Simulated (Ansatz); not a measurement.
# Re, pressure series

The reference is Re in the hcp (Mg type) structure (space group P6_3/mmc, No. 194).

```yaml
crystal:
  lattice:
    - [2.77511, 0.00000, 0.00000]
    - [-1.38756, 2.40332, 0.00000]
    - [0.00000, 0.00000, 4.48300]
  atoms:
    - { symbol: Re, position: [0.33333, 0.66667, 0.75000] }
    - { symbol: Re, position: [0.66667, 0.33333, 0.25000] }
```

Cell and atoms are relaxed at each pressure.

Levels (all Ansatz, an electronic-structure program, PAW): PBE (420 eV, spin-orbit coupling left out); r2SCAN (500 eV, no SOC).

The base cell above is that of PBE; each level relaxes its own structures.

```
case              lattice parameter a, PBE  lattice parameter a, r2SCAN
----------------  ------------------------  ---------------------------
pressure −2 GPa                    2.780 Å                      2.763 Å
pressure −1 GPa                    2.778 Å                      2.760 Å
pressure 3 GPa                     2.768 Å                            …
pressure 7 GPa                     2.758 Å                      2.742 Å
pressure 15 GPa                    2.740 Å                      2.725 Å
pressure 30 GPa                    2.711 Å                            …
pressure 50 GPa                    2.677 Å                            …
pressure 75 GPa                    2.641 Å                            …
pressure 100 GPa                   2.610 Å                      2.601 Å
```

Task: Some entries are withheld; estimate them.

Result: 
- pressure 3 GPa, lattice parameter a, r2SCAN: 2.751 Å
- pressure 30 GPa, lattice parameter a, r2SCAN: 2.698 Å
- pressure 50 GPa, lattice parameter a, r2SCAN: 2.665 Å
- pressure 75 GPa, lattice parameter a, r2SCAN: 2.631 Å

PBE lies above r2SCAN in every row, by 0.009 Å to 0.018 Å. They put the cases in the same order.

Load acts through the strain it causes; cell and atoms are relaxed under it. Stability against distortions was not tested. No other phases were tried under pressure. The final runs are not spin-polarised.
